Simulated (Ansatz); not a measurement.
Start from YN in the rock salt structure (space group Fm-3m, No. 225).

```cif
data_NY
_chemical_formula_sum 'N1 Y1'
_space_group_name_H-M_alt 'P 1'
_space_group_IT_number 1
_cell_length_a 3.46176
_cell_length_b 3.46176
_cell_length_c 3.46176
_cell_angle_alpha 60.000
_cell_angle_beta 60.000
_cell_angle_gamma 60.000
loop_
_space_group_symop_operation_xyz
  'x, y, z'
loop_
_atom_site_label
_atom_site_type_symbol
_atom_site_fract_x
_atom_site_fract_y
_atom_site_fract_z
_atom_site_occupancy
N1 N 0.00000 0.00000 0.00000 1
Y1 Y 0.50000 0.50000 0.50000 1
```

Method: r2SCAN (Ansatz, an electronic-structure program; PAW; 500 eV plane waves; no spin-orbit coupling).

Base values:

- Lattice parameter a: 489.6 pm

Now apply this change: hydrostatic tension (pressure −1 GPa).

Q: Predict the new lattice parameter a.

A: The lattice parameter a increases by 1.0 pm (489.6 pm → 490.6 pm).

Load acts through the strain it causes; cell and atoms are relaxed under it. Stability against distortions was not tested.
